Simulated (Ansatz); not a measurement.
# Ansatz run on In2Ni3Se2 (R-3m, 7 atoms in the cell): self-consistent single point

Method of the run: LDA (PW92), default PAW files made with PBE (plane waves; Ansatz, an electronic-structure program).

Input:

Ansatz 0.2 input:
```yaml
# In2Ni3Se2
crystal:
  lattice:
    - [2.72363500, 1.57249100, 4.74104400]
    - [-2.72363500, 1.57249100, 4.74104400]
    - [0.00000000, -3.14498400, 4.74104400]
  atoms:
    - { symbol: In, position: [0.00000000, 0.00000000, 0.00000000] }
    - { symbol: In, position: [0.50000000, 0.50000000, 0.50000000] }
    - { symbol: Ni, position: [0.00000000, 0.00000000, 0.50000000] }
    - { symbol: Ni, position: [0.50000000, 0.00000000, 0.00000000] }
    - { symbol: Ni, position: [0.00000000, 0.50000000, 0.00000000] }
    - { symbol: Se, position: [0.28279000, 0.28279000, 0.28279000] }
    - { symbol: Se, position: [0.71721000, 0.71721000, 0.71721000] }
basis:
  ecutwfc: 30.9 Ry
kpoints:
  mp_grid:
    grid: [6, 6, 6]
hamiltonian:
  xc: lda
  pseudopotentials:
    kind: paw
scf:
  occupations:
    method: fermi_dirac
    width: 0.0073 Ry
output:
  forces: true
  eigenvalues: true
  stress: true
```

The program printed (abridged):

```
WARN ansatz: RAYON_NUM_THREADS=1 ignored (pool sized by the plan → 1); use --threads N
Pseudopotentials: kind: paw
Pseudopotential: In, paw, valence charge 13
Pseudopotential: Ni, paw, valence charge 18
Pseudopotential: Se, paw, valence charge 16
Crystal: 7 atoms, lattice volume = 121.832 Å³
Basis set: ecut = 420.4159175005146 eV, 2361 PW (Γ)
Bands: 68, of which v1, the nominal top of the filled ones, is band 56 counted from 1 (55 counted from 0)
Symmetry: 12 space group operations
Space group: R-3m (ITA 166), of the structure as read, at distance tolerance 5.0e-5 Å
k-points: 32 of 216
PAW frozen core: In, regenerated for the run's functional, and the local potential with it
PAW frozen core: Ni, regenerated for the run's functional, and the local potential with it
PAW frozen core: Se, regenerated for the run's functional, and the local potential with it
Initial density: superposition of atomic densities (neutral atoms: chi_scale 0, normalization atom), corrected by the library's trained network
Initial wavefunctions: pseudopotential atomic-orbital guess
Eigensolver: davidson
Functional: x = slater, c = lda
SCF iter   1: F=—  HF=-39003.425267 eV  |F-HF|=—  |Δ(HF+E_count)|=         —  Δρ=1.83e-2  dr2=2.33e-1  ethr=1.77e-3  ⟨swp⟩=5.7  Hψ=7787  notcnv=0  defer=44
all-band conjugate gradients solve this SCF's bands
preconditioner: auto → Kerker (q_TF=auto, 2.690 Å⁻¹)
SCF iter   2: F=—  HF=-39003.391861 eV  |F-HF|=—  |Δ(HF+E_count)|=   3.34e-2  Δρ=5.42e-3  dr2=2.35e-2  ethr=2.08e-4  ⟨swp⟩=2.9  Hψ=4017  notcnv=0  defer=96
SCF iter   3: F=—  HF=-39003.387803 eV  |F-HF|=—  |Δ(HF+E_count)|=   4.06e-3  Δρ=1.46e-3  dr2=3.26e-3  ethr=2.10e-5  ⟨swp⟩=1.0  Hψ=2077  notcnv=0  defer=96
SCF iter   4: F=—  HF=-39003.386947 eV  |F-HF|=—  |Δ(HF+E_count)|=   8.56e-4  Δρ=4.49e-4  dr2=4.21e-4  ethr=2.91e-6  ⟨swp⟩=2.1  Hψ=2747  notcnv=0  defer=96
SCF iter   5: F=—  HF=-39003.386832 eV  |F-HF|=—  |Δ(HF+E_count)|=   1.16e-4  Δρ=1.63e-4  dr2=6.71e-5  ethr=3.76e-7  ⟨swp⟩=2.6  Hψ=3622  notcnv=0  defer=96
SCF iter   6: F=—  HF=-39003.386816 eV  |F-HF|=—  |Δ(HF+E_count)|=   1.53e-5  Δρ=4.71e-5  dr2=3.17e-6  ethr=5.99e-8  ⟨swp⟩=2.0  Hψ=3485  notcnv=0  defer=96
SCF iter   7: F=—  HF=-39003.386814 eV  |F-HF|=—  |Δ(HF+E_count)|=   2.03e-6  Δρ=2.27e-5  dr2=1.10e-6  ethr=2.83e-9  ⟨swp⟩=2.0  Hψ=3579  notcnv=0  defer=96
SCF iter   8: F=—  HF=-39003.386814 eV  |F-HF|=—  |Δ(HF+E_count)|=   2.66e-7  Δρ=8.46e-6  dr2=1.54e-7  ethr=9.78e-10  ⟨swp⟩=2.0  Hψ=3259  notcnv=0  defer=96
SCF iter   9: F=-39003.386814 eV  HF=-39003.386814 eV  |F-HF|=3.58e-8  |Δ(HF+E_count)|=   1.75e-8  Δρ=4.39e-6  dr2=4.13e-8  ethr=8.93e-11  ⟨swp⟩=9.2  Hψ=9732  notcnv=0
SCF 1 converged in 9 iterations: F = -39003.386814 eV  dr2 = 4.13e-8
SCF converged after 9 iterations
Free energy (F): -39003.386814 eV
Harris-Foulkes:  -39003.386814 eV  (|F-HF|=3.58e-8)
Internal energy: -39003.258201 eV  (E = F + TS)
E sigma→0 (E₀):  -39003.322507 eV
Entropy (-TS):   -0.128613 eV (-18.373 meV/atom)
Fermi energy:    12.761269 eV
--- Per-component energies (eV) ---
  E_band       = -1757.352499
  E_kinetic    = 1581.292007
  E_local      = -20148.254649  (includes V_loc(G=0)·N_el)
  E_nonlocal   = 1494.045963
  E_hartree    = 8912.757546
  E_xc         = -888.635075
  E_vxc        = -728.470872  (∫ρ·V_xc dr)
  E_paw        = -16387.593484  (= ΣΔE_a)
  E_vpaw       = -1781.455302  (= ΣTr[D̂ρ^β])
  E_aug_tail   = 0.000186  (compensation charges beyond the density's cutoff)
  E_ewald      = -13573.176852
  E_core_change = 6.306159  (= ΣΔE_core)
  E_smearing   = -0.128613  (= −TS)
  E_closure    = -0.000000  (closes the sum)
  Σ components = -39003.386814   (vs F -39003.386814, Δ=0.00e0)
--- Forces (eV/Å), atoms counted from 1 ---
  atom   1  In    -0.00000000     0.00000000    -0.00000000
  atom   2  In    -0.00000000     0.00000000     0.00000000
  atom   3  Ni     0.00000000     0.00000000    -0.00000000
  atom   4  Ni     0.00000000    -0.00000000     0.00000000
  atom   5  Ni     0.00000000    -0.00000000    -0.00000000
  atom   6  Se     0.00000000     0.00000003    -0.41567024
  atom   7  Se     0.00000000    -0.00000003     0.41567024
  max |Σ_I F_I| component: 1.11e-16 eV/Å
--- Stress (GPa, compression-positive) ---
       -7.024990       0.000000       0.000000
        0.000000      -7.024990       0.000000
        0.000000       0.000000      -7.077749
  P = ⅓ Tr σ = -7.0426 GPa (-70.426 kbar)
  The stress holds the Pulay correction. Without it, at fixed plane waves, as pw.x and ABINIT print it: P = -7.0976 GPa
--- Band table (eV; the first three rows and the last of 32) ---
  k-point 0: bands = ["-89.5343", "-89.5290", "-89.5290", "-50.7094", "-50.6803", "-50.6803", "-50.2398", "-50.2335", "-50.2335", "-50.2074", "-50.2047", "-50.2047", "-35.6746", "-35.6746", "-35.6729", "-35.6729", "-35.6634", "-35.6634", "-35.6626", [...]
  k-point 1: bands = ["-89.5340", "-89.5293", "-89.5290", "-50.7076", "-50.6819", "-50.6802", "-50.2383", "-50.2329", "-50.2317", "-50.2088", "-50.2070", "-50.2051", "-35.6745", "-35.6745", "-35.6730", "-35.6729", "-35.6634", "-35.6634", "-35.6627", [...]
  k-point 2: bands = ["-89.5332", "-89.5301", "-89.5290", "-50.7031", "-50.6862", "-50.6802", "-50.2361", "-50.2294", "-50.2270", "-50.2135", "-50.2132", "-50.2053", "-35.6742", "-35.6742", "-35.6732", "-35.6732", "-35.6634", "-35.6633", "-35.6629", [...]
  k-point 31: bands = ["-89.5343", "-89.5290", "-89.5290", "-50.7094", "-50.6803", "-50.6803", "-50.2399", "-50.2335", "-50.2335", "-50.2074", "-50.2047", "-50.2047", "-35.6738", "-35.6738", "-35.6735", "-35.6735", "-35.6635", "-35.6635", [...]
```

The run converged in 9 iterations.

The starting cell comes from a database of computed structures (which also holds hypothetical and non-ambient phases and stackings), without a prior relaxation at this level. Its lattice was rescaled by up to half a per cent. Spin polarisation is off, so a magnetic state, if there is one, cannot be reached. With a pressure of about -7 GPa the cell is away from its equilibrium volume at this level. Ansatz's pressure includes its estimate of the finite-basis (Pulay) stress.
